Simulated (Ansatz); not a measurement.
The reference is TiAl (space group P4/mmm, No. 123; a = 2.7970 Å, c = 4.0320 Å).

Structures relaxed with PBEsol (Ansatz, an electronic-structure program), no SOC, earlier PAW set.

Base:

Simulated powder pattern, Cu Kα1, λ = 1.54056 Å (kinematic, ideal powder, no thermal factors, no anomalous dispersion; the 8 strongest lines at most, above 2 %, up to 2θ = 90°):

| 2θ (°) | I/Imax (%) | hkl |
|---|---|---|
| 39.17 | 100 | (101) |
| 44.93 | 16 | (002) |
| 45.84 | 31 | (110) |
| 66.13 | 19 | (112) |
| 66.84 | 9.1 | (200) |
| 78.97 | 11 | (103) |
| 80.29 | 21 | (211) |
| 84.19 | 9.2 | (202) |

Now apply this change: B takes the place of Al on all its sites; the structure is relaxed again.

After the change:

Simulated powder pattern, Cu Kα1, λ = 1.54056 Å (kinematic, ideal powder, no thermal factors, no anomalous dispersion; the 8 strongest lines at most, above 2 %, up to 2θ = 90°):

```csv
2θ (°),I/Imax (%),hkl
27.91,52,(001)
35.26,56,(100)
45.56,100,(101)
50.72,35,(110)
57.68,11,(002)
58.89,23,(111)
69.44,13,(102)
80.35,16,(112)
```

The indices refer to each structure's own conventional cell; one index is shown for lines that coincide.

Stability against distortions was not tested. As relaxed here, TiB is a hypothetical phase, not in the database extracts checked. The final runs are not spin-polarised. An odd electron count without spin: TiB and TiAl.
